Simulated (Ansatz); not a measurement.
Consider the following.

```
ZnS
1.0
    3.80945     0.00000     0.00000
   -1.90472     3.29908     0.00000
    1.90472    -1.09969     3.11040
Zn S
1 1
Cartesian
  0.00000   0.00000   0.00000
  0.00000   2.19938   0.77760
```

Space group of this cell: F-43m, zinc blende. The cell is taken as given.

Level of theory: r2SCAN (plane waves, PAW; Ansatz, an electronic-structure program).

The current runs along the normal of the first two printed vectors; no spin-orbit coupling. Scaled by the factor s: all lengths (ions clamped). Meshes 10×10×10 and 12×12 across the current in all rows.

```json
[
 {"s": "0.98", "mean pressure (GPa)": "5.5", "band gap (eV)": "2.99"},
 {"s": "1.00", "mean pressure (GPa)": "0.1", "band gap (eV)": "2.71"},
 {"s": "1.02", "mean pressure (GPa)": "-4.0", "band gap (eV)": "?"}
]
```

Question: Take the slope of the band gap against ln s from the two given rows, extrapolate to s = 1.02, and say what the run there gives.

Answer: Slope = (2.99 − 2.71) / ln 0.98 = -13.9 eV. The line gives 2.71 + (-13.9) × ln 1.02 = 2.44 eV. The run gives 2.44 eV, as the line does.
